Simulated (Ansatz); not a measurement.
Consider Y in the hcp (Mg type) structure (space group P6_3/mmc, No. 194; a = 3.656 Å, c = 5.679 Å).

(Cell as relaxed with PBE.)

Levels (all Ansatz, a program for electronic structure, PAW): PBE (420 eV, no spin-orbit coupling); r2SCAN (500 eV, spin-orbit coupling left out).

Each level relaxes its own structure.

| base | PBE | r2SCAN |
|---|---|---|
| volume per atom | 32.86 Å³ | 33.46 Å³ |
| lattice parameter a | 3.656 Å | 3.683 Å |
| band gap | zero | zero |

Perturbation: hydrostatic tension (pressure −1 GPa).

```csv
quantity,PBE,r2SCAN
c/a ratio,1.554,(withheld)
shortest interatomic distance,3.568 Å,(withheld)
```

Q: Given the PBE results, estimate those of r2SCAN.

A: 
- c/a ratio, r2SCAN: 1.549
- shortest interatomic distance, r2SCAN: 3.587 Å

PBE's c/a ratio lies 0.0044 above r2SCAN's; PBE's shortest interatomic distance lies 0.019 Å below r2SCAN's (0.5 %). Neither level is exact; r2SCAN is the comparison here, not a measurement.

Load acts through the strain it causes; cell and atoms are relaxed under it. No phonon test of stability was made. All final runs are without spin polarisation.
